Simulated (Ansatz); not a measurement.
Start from ZnGeP2 in the chalcopyrite structure (space group I-42d, No. 122; a = 5.424 Å, c = 10.710 Å).

All numbers come from PBEsol (Ansatz, a quantum-chemistry and plane-wave program; PAW; 420 eV plane waves; no spin-orbit coupling).

Base values:

| Item | Result |
|---|---|
| Gap character | indirect, Γ → M–S (33 % along) |
| Hole mass | 0.096 mₑ along c, 0.33 mₑ across (at Γ) |

The change: the cell is scaled by 1.0075 in all directions, atoms relaxed at fixed cell.

**Question.** Estimate the effect on the gap character, energy relative to the base, mean gap deformation potential ΔEg/Δln V and hole mass.

**Answer.** The gap character remains indirect, Γ → M–S (33 % along); the energy increases by 2.5 meV/atom; the mean gap deformation potential ΔEg/Δln V amounts to +1.4 eV; the hole mass becomes 0.088 mₑ along c, 0.35 mₑ across (at Γ) (base: 0.096 mₑ along c, 0.33 mₑ across (at Γ)).

The cells carry an imposed strain or load. Effective masses come from finite differences of ±0.01 Å⁻¹. Whether these cells are dynamically stable was not tested.
